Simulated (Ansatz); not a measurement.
Base system: WSe2 in the 2H-MoS2 type structure (space group P6_3/mmc, No. 194; a = 3.300 Å, c = 13.151 Å; layered, stacked along the Cartesian z axis).

Method: r2SCAN+rVV10 in Ansatz (plane waves to 500 eV, PAW, no spin-orbit coupling).

Before the change:

The smallest direct gap comes out as 1.61 eV.

One thing is altered: a free-standing slab of 3 layers (9 atoms, 3 a layer) is cut normal to the stacking axis, with 15 Å of vacuum and the in-plane cell relaxed.

What does the calculation give for the excess energy per area of both faces and smallest direct gap after the change?

The excess energy per area of both faces (slab less bulk energy over the cell's area: twice a surface energy) is 0.39 J/m²; the smallest direct gap increases by 0.03 eV, from 1.61 eV to 1.64 eV.

Slab and bulk use different k-meshes, which limits the precision of the excess energy. Spin-orbit coupling, missing from the scalar runs, can matter with W. No phonon test of stability was made.

Ansatz is a quantum-chemistry and plane-wave program.
